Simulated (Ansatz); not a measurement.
How the bulk modulus of Mg (model structure, Pm-3n, No. 223, 8 atoms in the cell) moves with the method

No measured value is used here.

```
level (code)     value (GPa)  cell (Å³/atom)
---------------  -----------  --------------
LDA (Ansatz)            37.6           22.09
PBEsol (Ansatz)         35.4           23.01
r²SCAN (Ansatz)         37.6           23.05
```

LDA, PBEsol, r²SCAN: the bulk modulus is −V dP/dV from two relaxed cells at ±2 % in volume. Each level is taken at its own relaxed cell. Cutoffs differ between the levels. Ansatz's density-functional and Hartree–Fock values are scalar-relativistic unless marked +SOC, with PAW data made under PBE.

A model structure was made by putting elements into a prototype or built by hand; it is no filed structure, need not be a known phase, and can be a saddle point held by its symmetry.

Ansatz is a program for electronic structure.
